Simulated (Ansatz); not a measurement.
The structure below was relaxed with r2SCAN (Ansatz, an electronic-structure program; PAW; 500 eV plane waves; no spin-orbit coupling).

Space group Fm-3m (No. 225); a = 7.2513 Å, b = 7.2513 Å, c = 7.2513 Å, α = 90.00°, β = 90.00°, γ = 90.00°

```csv
atom,site,symmetry,x,y,z
Rb,4a,m-3m,0.0000,0.0000,0.0000
```

Task: Write out a cell with all atoms.

Result: 
```xyz
4
Lattice="7.2513 0.0000 0.0000 0.0000 7.2513 0.0000 0.0000 0.0000 7.2513" Properties=species:S:1:pos:R:3 pbc="T T T"
Rb     0.0000     0.0000     0.0000
Rb     0.0000     3.6257     3.6257
Rb     3.6257     0.0000     3.6257
Rb     3.6257     3.6257     0.0000
```
This is the conventional cell.

Stability against distortions was not tested. The cell was made from Sr by this change: Sr → Rb; the result is a model cell, its experimental status unchecked. This is not the structure that Rb has at room temperature and ambient pressure.
